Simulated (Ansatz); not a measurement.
Start from BiAu$_{2}$ in the cubic Laves (MgCu2 type) structure (space group Fd-3m, No. 227; a = 7.945 Å).

One thing is altered: cell and atoms relaxed at a pressure of 1.5 GPa.

Levels (all Ansatz, a quantum-chemistry and plane-wave program, PAW): PBEsol (420 eV, no spin-orbit coupling); PBEsol+SOC (420 eV, noncollinear with spin-orbit coupling).

The geometry is relaxed with PBEsol.

| Quantity | Value |
|---|---|
| PBEsol pressure | 1.5 GPa |

With PBEsol+SOC at the same geometry, the pressure shrinks by 0.2 GPa, from 1.5 GPa to 1.3 GPa.

Single points use the geometry relaxed with PBEsol. The spin-orbit shifts are approximate. Load acts through the strain it causes; cell and atoms are relaxed under it. Whether these cells are dynamically stable was not tested.
